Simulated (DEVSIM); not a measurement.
Structure: abrupt Si n-p junction, at 300 K.

| layer (left to right) | material | thickness (μm) | Nd (cm⁻³) | Na (cm⁻³) | τn (s) | τp (s) |
|---|---|---|---|---|---|---|
| 1 | Si | 28.0 | 8.5e16 | - | 1.8e-7 | 1.8e-7 |
| 2 | Si | 3.90 | - | 1.6e17 | 1.8e-7 | 1.8e-7 |

Left contact: ohmic. Right contact: ohmic. Voltage is applied to the left contact. Recombination: SRH at mid-gap. Mobility is μmin + (μ − μmin)/(1 + (N/Nref)^α).

Constants are typed, rounded textbook-type inputs, not results; the design itself was drawn at random and stands for no fabricated device. Values at 300 K.

| parameter | Si |
|---|---|
| gap (eV) | 1.124 |
| affinity (eV) | 4.05 |
| permittivity | 11.7 |
| Nc (cm⁻³) | 2.86e19 |
| Nv (cm⁻³) | 3.1e19 |
| μn (cm²/Vs) | 1417 |
| μp (cm²/Vs) | 470 |
| μn,min | 52 |
| μp,min | 45 |
| Nref,n | 9.7e16 |
| Nref,p | 2.2e17 |
| αn | 0.68 |
| αp | 0.72 |

DEVSIM, 1D drift-diffusion, Boltzmann statistics, complete ionisation; no tunnelling, impact ionisation, image-force lowering or self-heating.

Q: Tabulate band edges, carrier densities and field at zero bias.

A: Energies count from the Fermi level of the right contact; mesh points crowd at the junctions.

| x (μm) | Ec (eV) | Ev (eV) | n (cm⁻³) | p (cm⁻³) | field (V/cm) |
|---|---|---|---|---|---|
| 0.000 | 0.150 | -0.974 | 8.5e16 | 1400 | ≈ 0 |
| 0.03734 | 0.150 | -0.974 | 8.5e16 | 1400 | ≈ 0 |
| 0.1327 | 0.150 | -0.974 | 8.5e16 | 1400 | ≈ 0 |
| 0.3927 | 0.150 | -0.974 | 8.5e16 | 1400 | ≈ 0 |
| 1.450 | 0.150 | -0.974 | 8.5e16 | 1400 | ≈ 0 |
| 3.739 | 0.150 | -0.974 | 8.5e16 | 1400 | ≈ 0 |
| 9.582 | 0.150 | -0.974 | 8.5e16 | 1400 | ≈ 0 |
| 22.06 | 0.150 | -0.974 | 8.5e16 | 1400 | ≈ 0 |
| 25.69 | 0.150 | -0.974 | 8.5e16 | 1400 | ≈ 0 |
| 27.11 | 0.150 | -0.974 | 8.5e16 | 1400 | ≈ 0 |
| 27.68 | 0.150 | -0.974 | 8.5e16 | 1400 | ≈ 0 |
| 27.93 | 0.190 | -0.934 | 1.8e16 | 6300 | 23000 |
| 27.99 | 0.541 | -0.583 | 2.4e10 | 4.9e9 | 98000 |
| 28.01 | 0.825 | -0.299 | 390000 | 3.0e14 | 82000 |
| 28.11 | 0.988 | -0.136 | 730 | 1.6e17 | 45 |
| 28.31 | 0.988 | -0.136 | 730 | 1.6e17 | ≈ 0 |
| 28.82 | 0.988 | -0.136 | 730 | 1.6e17 | ≈ 0 |
| 30.10 | 0.988 | -0.136 | 730 | 1.6e17 | ≈ 0 |
| 31.40 | 0.988 | -0.136 | 730 | 1.6e17 | ≈ 0 |
| 31.72 | 0.988 | -0.136 | 730 | 1.6e17 | ≈ 0 |
| 31.84 | 0.988 | -0.136 | 730 | 1.6e17 | ≈ 0 |
| 31.90 | 0.988 | -0.136 | 730 | 1.6e17 | ≈ 0 |
